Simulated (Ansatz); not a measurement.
# Short convergence ladders for Bi (Im-3m, 1 atom in the cell)

```yaml
crystal:
  lattice:
    - [-1.98737, 1.98737, 1.98737]
    - [1.98737, -1.98737, 1.98737]
    - [1.98737, 1.98737, -1.98737]
  atoms:
    - { symbol: Bi, position: [0.00000, 0.00000, 0.00000] }
```

Base method: PBEsol, default PAW files made with PBE (plane waves; Ansatz, a quantum-chemistry and plane-wave program).

Base settings: basis.ecutwfc = 420 eV; kpoints.mp_grid.grid = 12 12 12; hamiltonian.xc = pbesol; hamiltonian.pseudopotentials = {kind: paw} (the program's default PAW files); scf.occupations.method = gaussian; scf.occupations.width = 0.1 eV.

The count of work is k-points × plane waves × bands × iterations; it is no time. 

**The width of Fermi-Dirac smearing**

In this ladder: kpoints.mp_grid.grid = 20 20 20; scf.occupations.method = fermi_dirac.

Narrow widths need finer meshes than wide ones, so the last steps can hold mesh noise.

Only quantities that move along the ladder and can be compared are tabulated; pressure and forces are left out, as mesh noise rules them at narrow widths.

```csv
scf.occupations.width,free energy less the last step's (meV/atom),energy extrapolated to zero width less the last step's (meV/atom)
1 eV,-1088.77,-21.75
0.5 eV,-271.17,2.81
0.3 eV,-94.41,2.75
0.2 eV,-39.40,2.16
0.1 eV,-7.24,0.82
0.05 eV,0.00,0.00
```

Widest scf.occupations.width that holds the free energy within 5 meV/atom: not settled: the last two steps still differ by 7.2 meV/atom, over half the tolerance, so the ladder does not show it.

State of the energy extrapolated to zero width at the end of the ladder: still drifting one way, by 2.2 meV/atom over the last two steps, so the last step is no safe reference.

The extrapolation to zero width removes most of the smearing's effect on the energy.

**The width of Methfessel-Paxton smearing**

In this ladder: kpoints.mp_grid.grid = 20 20 20; scf.occupations.method = methfessel_paxton.

Narrow widths need finer meshes than wide ones, so the last steps can hold mesh noise.

Only quantities that move along the ladder and can be compared are tabulated; pressure and forces are left out, as mesh noise rules them at narrow widths.

| scf.occupations.width | free energy less the last step's (meV/atom) |
|---|---|
| 1 eV | 3.32 |
| 0.5 eV | 2.56 |
| 0.3 eV | 1.46 |
| 0.2 eV | 0.75 |
| 0.1 eV | 0.09 |
| 0.05 eV | 0.00 |

Widest scf.occupations.width that holds the free energy within 0.5 meV/atom of the last step, with all finer ones: 0.1 eV; the step before is off by 0.75 meV/atom.

**The mesh under tetrahedron occupations**

In this ladder: scf.occupations.method = tetrahedron; scf.occupations.width = default.

Only quantities that move along the ladder and can be compared are tabulated.

| kpoints.mp_grid.grid | free energy less the last step's (meV/atom) | pressure (GPa) | count of work / last |
|---|---|---|---|
| 5 5 5 | 83.84 | -1.63 | 0.018 |
| 6 6 6 | 9.42 | -2.15 | 0.029 |
| 7 7 7 | 12.78 | -2.09 | 0.030 |
| 9 9 9 | -2.04 | -2.30 | 0.052 |
| 11 11 11 | 2.00 | -2.38 | 0.10 |
| 14 14 14 | 0.90 | -2.40 | 0.19 |
| 18 18 18 | 0.92 | -2.43 | 0.29 |
| 22 22 22 | 0.32 | -2.45 | 0.59 |
| 27 27 27 | 0.00 | -2.46 | 1.0 |

Coarsest kpoints.mp_grid.grid that holds the pressure within 0.05 GPa of the last step, with all finer ones: 18 18 18, at 0.29 of the last step's count of work; the step before is off by 0.06 GPa.

Coarsest kpoints.mp_grid.grid that holds the free energy within 5 meV/atom of the last step, with all finer ones: 9 9 9, at 0.052 of the last step's count of work; the step before is off by 13 meV/atom.

On the base run: the starting cell comes from a database of computed structures (which also holds hypothetical and non-ambient phases and stackings), without a prior relaxation at this level. Its lattice was rescaled by up to half a per cent. Ansatz's pressure includes its estimate of the finite-basis (Pulay) stress.

Left out of this page: 4 runs of the series outside the window shown, repeating another row's setting, or not comparable.

Keys are those of Ansatz 0.2.
